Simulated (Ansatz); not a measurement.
Take SnSe₂ in the CdI2 type structure (space group P-3m1, No. 164; a = 3.8256 Å, c = 6.2326 Å; layered, stacked along the Cartesian z axis) as the base.

Method: Kohn–Sham DFT with the r2SCAN+rVV10 functional, run in Ansatz (a program for electronic structure) with PAW and 500 eV plane waves, scalar-relativistic without spin-orbit coupling.

```
level         band gap  lattice parameter c
------------  --------  -------------------
r2SCAN+rVV10   0.94 eV              6.233 Å
```

Task: What does experiment give, and how far off is each level?

Result: Measured: band gap 0.98 eV (temperature not stated; as listed in Joseph M. Gonzalez, Ivan I. Oleynik, Phys. Rev. B (2016)); lattice parameter c 6.14 Å (temperature not stated; as listed in Joseph M. Gonzalez, Ivan I. Oleynik, Phys. Rev. B (2016)). Computed minus measured — band gap: r2SCAN+rVV10 -0.04 eV; lattice parameter c: r2SCAN+rVV10 +1.5 %. Measured values not marked as corrected hold thermal and zero-point effects that the static-lattice runs lack. A measured gap can be an optical one, lowered by exciton binding. Levels without spin-orbit coupling miss its effect on the gap.

Stability against distortions was not tested.
